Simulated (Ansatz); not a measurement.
The parent structure is ZnSiP₂ in the chalcopyrite structure (space group I-42d, No. 122; a = 5.3064 Å, c = 10.3798 Å). Axes: x, y, z lie along a, b, c of the conventional cell.

The values are results of Ansatz (a first-principles code), LDA, PAW, cutoff 420 eV, spin-orbit coupling left out, not measurements.

For the base:

| Property | Value |
|---|---|
| Electron mass | 1.5 mₑ along c, 0.24 mₑ across (at Γ) |
| Valence-band top at Γ | 0.00, -0.11, -0.11 eV |
| Band gap | 1.11 eV |

Perturbation: the cell is compressed by 1.50 % along z with no lateral relaxation, atoms relaxed at fixed cell.

Q: Predict the new electron mass, valence-band top at Γ, stress and band gap.

A: The electron mass goes from 1.5 mₑ along c, 0.24 mₑ across (at Γ) to 1.6 mₑ along z, 0.24 mₑ across (at Γ); the valence-band top at Γ (three highest levels, from the VBM) changes from 0.00, -0.11, -0.11 eV to 0.00, -0.19, -0.19 eV; the stress (xx, yy, zz, yz, xz, xy; compression positive) amounts to (1.14, 1.14, 2.30, 0.00, 0.00, 0.00) GPa; the band gap drops by 0.148 eV to 0.97 eV.

The cells carry an imposed strain or load. Effective masses come from finite differences of ±0.01 Å⁻¹. Whether these cells are dynamically stable was not tested.
